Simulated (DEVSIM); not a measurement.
Device: illuminated GaSb p-on-n cell, one wavelength, at 300 K.

Layer 1 from the left is GaSb, thickness (μm) 0.320, Na (cm⁻³) 6.7e17, τn (s) 8.2e-11, τp (s) 2.4e-11, absorption coefficient (cm⁻¹) 32000. Layer 2 from the left is GaSb, thickness (μm) 0.160, Nd (cm⁻³) 3.5e15, τn (s) 2e-9, τp (s) 2e-9, absorption coefficient (cm⁻¹) 32000.

Left contact: ohmic, minority electron recombination velocity 1000 cm/s. Right contact: ohmic, minority hole recombination velocity 20 cm/s. Voltage is applied to the left contact. Recombination: SRH at mid-gap, radiative, Auger. Light enters at the left, 1.1e18 photons cm⁻² s⁻¹, one pass, no reflection. Mobility is constant in doping.

Constants are typed, rounded textbook-type inputs, not results; the design itself was drawn at random and stands for no fabricated device. Values at 300 K.

GaSb: gap (eV) 0.726, affinity (eV) 4.06, permittivity 15.7, Nc (cm⁻³) 2.1e17, Nv (cm⁻³) 1.8e19, μn (cm²/Vs) 5000, μp (cm²/Vs) 850, B (cm³/s) 1e-10, Cn (cm⁶/s) 5e-30, Cp (cm⁶/s) 5e-30.

Simulated with DEVSIM: 1D drift-diffusion, Boltzmann statistics, complete ionisation; no tunnelling, impact ionisation, image-force lowering or self-heating.

Problem. What does the simulation give for the short-circuit current, the open-circuit voltage?

Solution. short-circuit current 134 mA/cm²; open-circuit voltage 0.290 V.
